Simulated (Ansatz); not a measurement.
# F on the 1x1 (110) surface of bcc Mo, one in a 3x3 cell, started at the site 'hollow Mo-Mo-Mo'

Calculation: PBE (plane waves to 420 eV, PAW; Ansatz, an electronic-structure program).

Set-up: 37 atoms, 6.5 Å thick at the start under the adsorbate (thin: gaps and levels are the slab's own); mesh 4x4x1; 0.1 eV smearing; dipole correction on; 18 atoms held, the rest relaxed; symmetry of the start imposed; no spin, no spin-orbit, no U, no dispersion correction. At the end it is bonded to 3 Mo. In PBE it is, or lies within 0.03 eV of, the lowest of the starts that converged.

```
Property                                                                                                                   Value
--------------------------------------------------------------------------------------  ----------------------------------------
adsorption energy against ½ F2(g)                                                                                       -3.86 eV
work function of the top face                                                                                            4.64 eV
change of the work function                                                                                             0.048 eV
change of the step from the bottom to the top vacuum level, against the clean slab                                      0.062 eV
energy released by relaxation                                                                                            0.20 eV
height of the binding atom over the mean of the host atoms within 0.3 Å of the top one                                   1.543 Å
nearest host atoms of the binding atom                                                  Mo at 2.14 Å, Mo at 2.34 Å, Mo at 2.34 Å
largest move of a host atom                                                                                               0.06 Å
cost                                                                                                very roughly 22 core-minutes
```

A negative adsorption energy means that the adsorbate is more stable on the surface than in its reference.
